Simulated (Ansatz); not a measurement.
# Hypothetical rutile BeF2: element substitutions

Take BeF₂ in the rutile structure (space group P4_2/mnm, No. 136; a = 4.228 Å, c = 2.540 Å; a hypothetical phase, not in the database extracts checked) as the base.

Each row replaces one element on all its sites; cell and atoms are relaxed.

Calculations: Ansatz (a quantum-chemistry and plane-wave program), PBEsol, PAW, cutoff 420 eV, without spin-orbit coupling.

Q: Only one of these has no band gap. Which?
(A) Be → Sn
(B) Be → Li
(C) F → Cl

A: B, Be → Li. Computed: Be → Sn: 2.50 eV; F → Cl: 5.22 eV; Be → Li: zero

The magnetic state is the one reached from the starting moments; the real material's order can differ, and small cells can't hold many antiferromagnetic ones. No phonon test of stability was made. As relaxed here, SnF2, BeCl2 and LiF2 are hypothetical phases, not in the database extracts checked.
